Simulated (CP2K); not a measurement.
Short convergence ladders for a (110) slab of ZnPt (cut from a parent of space group no. 123; 6 atoms in the cell)

```yaml
crystal:
  lattice:
    - [3.48408, 0.00000, 0.00000]
    - [0.00000, 4.01963, 0.00000]
    - [0.00000, 0.00000, 18.01959]
  atoms:
    - { symbol: Zn, position: [0.50000, 0.25000, 0.38847] }
    - { symbol: Pt, position: [0.00000, 0.75000, 0.38847] }
    - { symbol: Zn, position: [0.50000, 0.75000, 0.50000] }
    - { symbol: Pt, position: [0.00000, 0.25000, 0.50000] }
    - { symbol: Zn, position: [0.50000, 0.25000, 0.61153] }
    - { symbol: Pt, position: [0.00000, 0.75000, 0.61153] }
```

Base method: PBEsol, GPW, DZVP-MOLOPT-SR-GTH basis, GTH-PBE potentials (GTH_POTENTIALS) (CP2K 2026.2).

Base settings: CUTOFF = 600 Ry; REL_CUTOFF = 50 Ry; SMEAR/METHOD = FERMI_DIRAC; ELECTRONIC_TEMPERATURE = 1160.45 K; KPOINTS/SCHEME = MONKHORST-PACK 5 4 1; GAMMA_CENTERED = T; XC_FUNCTIONAL = PBE:PBESOL; Zn/BASIS_SET = DZVP-MOLOPT-SR-GTH-q12; Zn/POTENTIAL = GTH-PBE-q12; Pt/BASIS_SET = DZVP-MOLOPT-SR-GTH-q18.

Core times come from one kind of shared machine, to one figure; runs under 30 s give none.

**The vacuum**

The mesh stays at the base's, so the ladder's end is converged at best in this setting alone.

Only quantities that move along the ladder and can be compared are tabulated; forces are left out, as grid noise moves with the cell.

| vacuum between outermost atoms (Å) | free energy less the last step's (meV/atom) | core time / last (rough) |
|---|---|---|
| 3.0 | -125.83 | 0.7 |
| 5.0 | -15.36 | 0.6 |
| 14.0 | 0.29 | 0.4 |
| 30.0 | 0.00 | 1 |

Smallest vacuum between outermost atoms (Å) that holds the free energy within 1 meV/atom of the last step, with all finer ones: 14.0, at about 0.4 of the last step's time; the step before is off by 15 meV/atom.

**The k-point mesh**

Moved along: GAMMA_CENTERED.

Only quantities that move along the ladder and can be compared are tabulated.

```tsv
KPOINTS/SCHEME	free energy less the last step's (meV/atom)	largest difference of a force vector from the last step's (eV/Å)
MONKHORST-PACK 2 2 1	286.46	0.280
MONKHORST-PACK 3 3 1	20.55	0.180
MONKHORST-PACK 5 4 1	-0.24	0.048
MONKHORST-PACK 18 15 1	0.00	0.000
```

Coarsest KPOINTS/SCHEME that holds the free energy within 5 meV/atom of the last step, with all finer ones: MONKHORST-PACK 5 4 1; the step before is off by 21 meV/atom.

Coarsest KPOINTS/SCHEME that holds the forces within 0.02 eV/Å: not settled: the last two steps still differ by 0.048 eV/Å, over half the tolerance, so the ladder does not show it.

On the base run: the starting cell comes from a database of computed structures (which also holds hypothetical and non-ambient phases and stackings), without a prior relaxation at this level. The slab is cut from that crystal, and its faces are unrelaxed. Its lattice was rescaled by up to half a per cent. Spin polarisation is off. Values carry the incompleteness of an atom-centred basis. The potentials were made for another functional than the one used. Without a gap this mesh is coarse (it stands for a supercell whose shortest in-plane vector is 16 Å).
